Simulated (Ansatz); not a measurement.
Results of PBEsol (Ansatz, a first-principles code, plane waves, PAW) for TaAl3 (model structure, started from the A15 type, Pm-3n, No. 223, 8 atoms in the cell).

Settings: plane-wave cutoff 520 eV, 12×12×12 k mesh, Fermi–Dirac smearing 0.05 eV, scalar-relativistic PAW data made under PBE.

Cell (relaxed at this level):

```xyz
8
Lattice="5.0879 0.0000 0.0000 0.0000 5.0879 0.0000 0.0000 0.0000 5.0879" Properties=species:S:1:pos:R:3 pbc="T T T"
Al     1.2720     0.0000     2.5440
Al     3.8160     0.0000     2.5440
Al     0.0000     2.5440     1.2720
Al     0.0000     2.5440     3.8160
Al     2.5440     1.2720     0.0000
Al     2.5440     3.8160     0.0000
Ta     0.0000     0.0000     0.0000
Ta     2.5440     2.5440     2.5440
```

**Question.** Estimate the bulk modulus that the calculation returns.

**Answer.** 
bulk modulus: 124 GPa

The run finds no gap.

Note: the bulk modulus is −V dP/dV from two relaxed cells at ±2 % in volume; the relaxation could raise the start's symmetry but not lower it, so the cell can be a saddle point.

Spin–orbit coupling is not included.

Static lattice: no zero-point or thermal effects.

Cost on a shared machine: about 2.8 core-minutes (a rough figure).

A model structure was made by putting elements into a prototype or built by hand; it is no filed structure, need not be a known phase, and can be a saddle point held by its symmetry.
